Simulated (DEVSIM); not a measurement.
## TaN/Si3N4/p-GaAs capacitor

Device: TaN/Si3N4/p-GaAs capacitor, at 300 K.

```
layer (left to right)  material  thickness (nm)  Na (cm⁻³)
---------------------  --------  --------------  ---------
1                         Si3N4            5.90          -
2                          GaAs             490     1.7e18
```

Metal gate on the left, work function 4.4 eV. Fixed charge at the semiconductor interface -4.8e12 cm⁻² (in units of +e); no interface traps.

The device is made up for the run: typed textbook-type constants, with dimensions and the other settings drawn at random. Values at 300 K.

| parameter | Si3N4 | GaAs |
|---|---|---|
| gap (eV) | 5.1 | 1.424 |
| affinity (eV) | 2.1 | 4.07 |
| permittivity | 7.5 | 12.9 |
| Nc (cm⁻³) | - | 4.7e17 |
| Nv (cm⁻³) | - | 9e18 |

DEVSIM, 1D Poisson equation in equilibrium, Boltzmann statistics, complete ionisation; no quantum confinement or tunnelling. Metal contacts follow the ideal Schottky-Mott rule: no Fermi-level pinning, no interface dipoles.

| Quantity | Result |
|---|---|
| Flat-band voltage | -0.37 V |
| Minimum of the low-frequency capacitance | 0.274 μF/cm² |
| Capacitance of the dielectric stack | 1.13 μF/cm² |
